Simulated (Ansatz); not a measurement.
TiO₂ (I4₁/amd, No. 141, 6 atoms in the cell; start mp-34688; metastable phase), treated with r²SCAN in Ansatz (PAW).

Numerical settings: plane-wave cutoff 560 eV, 10×10×8 k mesh (along the axes of the cell as run), Fermi–Dirac smearing 0.01 eV, no spin polarisation, scalar-relativistic PAW data made under PBE.

Cell (relaxed at this level):

```
CELL_PARAMETERS angstrom
      2.67118    -2.67127    -0.02007
      2.67118     2.67127    -0.02007
     -2.63519     0.00000     4.81198
ATOMIC_POSITIONS crystal
  Ti 0.12499 0.87501 0.25000
  Ti 0.87501 0.12499 0.75000
  O  0.33227 0.08226 0.66454
  O  0.66773 0.91774 0.33546
  O  0.91774 0.66773 0.83546
  O  0.08226 0.33227 0.16454
```

Task: Estimate the band gap, direct gap at Γ and bulk modulus that the calculation returns.

Result: 
* **band gap**: 2.54 eV (on the SCF k mesh)
* **direct gap at Γ**: 3.00 eV
* **bulk modulus**: 190 GPa

Note: the relaxation could not lower the start's symmetry, so the cell can be a saddle point above a distorted one; the bulk modulus is −V dP/dV from two relaxed cells at ±2 % in volume.

The computed numbers hold no vibrational or temperature effects.

A start named mp-… is a Materials Project structure, which need not be a measured phase.

Ansatz is a quantum-chemistry and plane-wave program.
